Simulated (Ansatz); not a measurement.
**Au under a change: x(Pt) = 0.667, 3 atoms, P-3m1**

The reference is Au in the fcc (Cu type) structure (space group Fm-3m, No. 225; a = 4.1240 Å).

The other end (x = 1) is Pt in the fcc (Cu type) structure (space group Fm-3m, No. 225): 15.29 Å³/atom, gap zero.

Now apply this change: Pt replaces 66.7 % of the Au, ordered in a cell of 3 atoms (starting symmetry P-3m1) and fully relaxed.

Computed with r2SCAN/PAW in Ansatz (an electronic-structure program), no spin-orbit coupling, earlier PAW set. Settings: 19×19×7 k-points, 0.05 eV Fermi–Dirac smearing, for the changed cell.

| quantity | base | changed | shift |
|---|---|---|---|
| volume per atom | 17.53 Å³ | 15.96 Å³ | -1.579 Å³ |
| density | 18.65 g/cm³ | 20.37 g/cm³ | +1.715 g/cm³ |
| shortest interatomic distance | 2.916 Å | 2.801 Å | -0.1155 Å |
| band gap | zero | zero | – |
| mixing energy (to 0.01 eV only: unlike meshes or grids) | – | +0.04 eV/atom | – |
| deviation of the volume from the linear (Vegard-type) interpolation | – | -0.5 % | – |

These are small ordered cells, not random alloys; other orderings at the same x differ. Stability against distortions was not tested. All final runs are without spin polarisation. An odd electron count without spin: Pt2Au. Pt2Au has a high density of states at the Fermi level and may be magnetic at this level.
